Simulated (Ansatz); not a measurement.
Take NaLaO2 (space group R-3m, No. 166; a = 3.646 Å, c = 16.581 Å (hexagonal axes); a model cell, its experimental status unchecked) as the base.

Method: PBEsol, PAW, 420 eV (Ansatz, an electronic-structure program; without spin-orbit coupling).

For the base:

Band gap: 3.92 eV
Pressure: 0.00 GPa

Perturbation: every lattice vector is stretched by 1.93 %, atoms relaxed at fixed cell.

Estimate the effect on the band gap.

The band gap shrinks by 0.28 eV, from 3.92 eV to 3.64 eV.

What does the calculation give for the energy relative to the base after the change?

The energy rises by 12 meV/atom.

How does this affect the pressure?

The pressure (mean of the normal stresses, compression positive) goes from zero to -3.95 GPa.

What happens to the largest internal atomic displacement?

The largest internal atomic displacement is 0.043 Å.

The cells carry an imposed strain or load. Whether these cells are dynamically stable was not tested.
